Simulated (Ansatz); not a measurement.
Effect of isotropic strain +2.00 % on Nb

Base system: Nb in the bcc (W type) structure (space group Im-3m, No. 229; a = 3.2484 Å; relaxed with 0.1 eV smearing).

Perturbation: an isotropic linear strain of +2.00 %, atoms relaxed at fixed cell.

All numbers come from LDA in Ansatz (plane waves to 420 eV, PAW, without spin-orbit coupling). Γ-centred 28×28×28 mesh, Fermi–Dirac width 0.1 eV.

* **Volume per atom**: 18.19 Å³ (base 17.14 Å³)
* **Space group**: Im-3m (No. 229) (base Im-3m (No. 229))
* **Shortest interatomic distance**: 2.869 Å (base 2.813 Å)
* **Energy relative to the base (free energy F)**: +35 meV/atom
* **Pressure**: -10.1 GPa (base 0.0 GPa)
* **Band gap**: zero (base zero)

Cost of the whole job for the changed cell (relaxation, final SCF and bands): very roughly 11 core-seconds.

Whether these cells are dynamically stable was not tested. All final runs are without spin polarisation.

Ansatz is a quantum-chemistry and plane-wave program.
